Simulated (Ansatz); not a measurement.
Consider ZnCu in the CsCl type structure (space group Pm-3m, No. 221; a = 2.908 Å; relaxed with 0.1 eV smearing).

All numbers come from Ansatz (a program for electronic structure), PBEsol, PAW, cutoff 420 eV, no spin-orbit coupling.

Before the change:

* **Pressure**: 0.0 GPa

It is then changed as follows: every lattice vector is stretched by 2.00 %, atoms relaxed at fixed cell.

Question: What does the calculation give for the energy relative to the base and pressure after the change?

Answer: The energy rises by 17 meV/atom; the pressure goes from zero to -7.0 GPa.

The cells carry an imposed strain or load. Stability against distortions was not tested. All final runs are without spin polarisation.
